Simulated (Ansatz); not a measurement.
The parent structure is Ir in the fcc (Cu type) structure (space group Fm-3m, No. 225; a = 3.8305 Å).

Levels (all Ansatz, a program for electronic structure, PAW): PBEsol (420 eV, no spin-orbit coupling); PBEsol+SOC (420 eV, spin-orbit coupling included).

The geometry is relaxed with PBEsol.

```
Quantity          Result
---------------  -------
PBEsol pressure  0.0 GPa
```

With PBEsol+SOC at the same geometry, the pressure goes from zero to 0.6 GPa.

Single points use the geometry relaxed with PBEsol. The spin-orbit shifts are approximate. No phonon test of stability was made. The runs without spin-orbit coupling are not spin-polarised.
